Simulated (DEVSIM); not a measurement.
System: Schottky contact on n-type Si, at 300 K.

```tsv
layer (left to right)	material	thickness (μm)	Nd (cm⁻³)	τn (s)	τp (s)
1	Si	0.570	3.8e15	4.3e-7	4.3e-7
```

Left contact: Schottky, work function 4.97 eV, emission velocity 3.9e6 cm/s. Right contact: ohmic. Voltage is applied to the left contact. Recombination: SRH at mid-gap, radiative. Mobility is constant in doping.

The device is made up for the run: typed textbook-type constants, with dimensions and the other settings drawn at random. Values at 300 K.

```csv
parameter,Si
gap (eV),1.124
affinity (eV),4.05
permittivity,11.7
Nc (cm⁻³),2.86e19
Nv (cm⁻³),3.1e19
μn (cm²/Vs),1417
μp (cm²/Vs),470
B (cm³/s),4.7e-15
```

DEVSIM, 1D drift-diffusion, Boltzmann statistics, complete ionisation; no tunnelling, impact ionisation, image-force lowering or self-heating. Metal contacts follow the ideal Schottky-Mott rule: no Fermi-level pinning, no interface dipoles.

**Question.** Tabulate band edges, carrier densities and field at -5.0 V on the left contact.

**Answer.** Energies count from the Fermi level of the right contact; mesh points crowd at the junctions.

| x (μm) | Ec (eV) | Ev (eV) | n (cm⁻³) | p (cm⁻³) | field (V/cm) |
|---|---|---|---|---|---|
| 0.000 | 5.920 | 4.796 | 230 | 1.2e16 | -120000 |
| 0.006600 | 5.843 | 4.719 | 230 | 5.9e14 | -120000 |
| 0.01486 | 5.747 | 4.623 | 230 | 1.5e13 | -120000 |
| 0.02330 | 5.650 | 4.526 | 240 | 3.4e11 | -120000 |
| 0.04055 | 5.452 | 4.328 | 340 | 1.6e8 | -110000 |
| 0.05732 | 5.261 | 4.138 | 480 | 130000 | -110000 |
| 0.07830 | 5.025 | 3.901 | 650 | 34000 | -110000 |
| 0.1147 | 4.622 | 3.498 | 960 | 33000 | -110000 |
| 0.1436 | 4.307 | 3.183 | 1200 | 33000 | -110000 |
| 0.1862 | 3.851 | 2.727 | 1600 | 33000 | -110000 |
| 0.2395 | 3.297 | 2.173 | 2100 | 33000 | -100000 |
| 0.3180 | 2.511 | 1.387 | 2900 | 32000 | -98000 |
| 0.3738 | 1.974 | 0.850 | 3600 | 31000 | -95000 |
| 0.4184 | 1.557 | 0.433 | 4100 | 31000 | -92000 |
| 0.4593 | 1.186 | 0.062 | 4600 | 31000 | -90000 |
| 0.4868 | 0.942 | -0.182 | 9200 | 30000 | -88000 |
| 0.5088 | 0.751 | -0.373 | 7000000 | 30000 | -87000 |
| 0.5263 | 0.599 | -0.525 | 2.4e9 | 30000 | -86000 |
| 0.5444 | 0.446 | -0.678 | 9.3e11 | 30000 | -85000 |
| 0.5532 | 0.371 | -0.753 | 1.7e13 | 30000 | -84000 |
| 0.5618 | 0.299 | -0.825 | 2.7e14 | 30000 | -84000 |
| 0.5700 | 0.231 | -0.893 | 3.8e15 | 31000 | -83000 |
